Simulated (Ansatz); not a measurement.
HgO (P3₂21, No. 154, 6 atoms in the cell; start mp-1077107; a measured phase of this formula has another space group) was calculated with PBE0 (PAW; Ansatz, a quantum-chemistry and plane-wave program).

Settings: plane-wave cutoff 460 eV, 9×9×4 k mesh (along the axes of the cell as run), Fermi–Dirac smearing 0.01 eV, scalar-relativistic PAW data made under PBE.

Cell (relaxed with PBEsol):

```cif
data_Hg3O3
_chemical_formula_sum 'Hg3 O3'
_space_group_name_H-M_alt 'P3221'
_space_group_IT_number 154
_space_group_name_Hall 'P 32 2"'
_cell_length_a 3.61493
_cell_length_b 3.61493
_cell_length_c 8.74279
_cell_angle_alpha 90.000
_cell_angle_beta 90.000
_cell_angle_gamma 120.000
loop_
_atom_site_label
_atom_site_type_symbol
_atom_site_symmetry_multiplicity
_atom_site_Wyckoff_symbol
_atom_site_fract_x
_atom_site_fract_y
_atom_site_fract_z
_atom_site_occupancy
Hg1 Hg 3 a 0.76606 0.76606 0.00000 1
O1 O 3 b 0.45032 0.45032 0.50000 1
```

Predict the band gap and smallest direct gap on the k points sampled.


- band gap: 3.34 eV
- smallest direct gap on the k points sampled: 3.53 eV

Note: cell and atoms aren't relaxed at this level (pressure 1.2 GPa).

Spin–orbit coupling is not included.

The computed numbers hold no vibrational or temperature effects.

A start named mp-… is a Materials Project structure, which need not be a measured phase.
